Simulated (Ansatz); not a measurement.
BaAl4 (I4/mmm, No. 139), treated with PBEsol (plane waves, PAW; Ansatz, a first-principles code).

Numerical settings: plane-wave cutoff 520 eV, 18×18×18 k mesh, Fermi–Dirac smearing 0.05 eV, scalar-relativistic PAW data made under PBE.

Cell (relaxed at this level):

Space group I4/mmm (No. 139); a = b = 4.5143 Å, c = 11.2424 Å, α = β = γ = 90.00°

| atom | site | symmetry | x | y | z |
|---|---|---|---|---|---|
| Ba | 2a | 4/mmm | 0.0000 | 0.0000 | 0.0000 |
| Al | 4d | -4m2 | 0.0000 | 0.5000 | 0.2500 |
| Al | 4e | 4mm | 0.0000 | 0.0000 | 0.3818 |
(The calculation used a cell of 5 atoms; values per cell refer to that cell.)

### Question
Estimate the bulk modulus and pressure derivative B′ of the bulk modulus that the calculation returns.

### Answer

- bulk modulus: 55.1 GPa
- pressure derivative B′ of the bulk modulus: 4.1

The run finds no gap.

Note: the bulk modulus comes from volumes at which shape and atoms were relaxed.

Spin–orbit coupling is not included.

Static lattice: no zero-point or thermal effects.

The result took roughly 21 core-minutes.
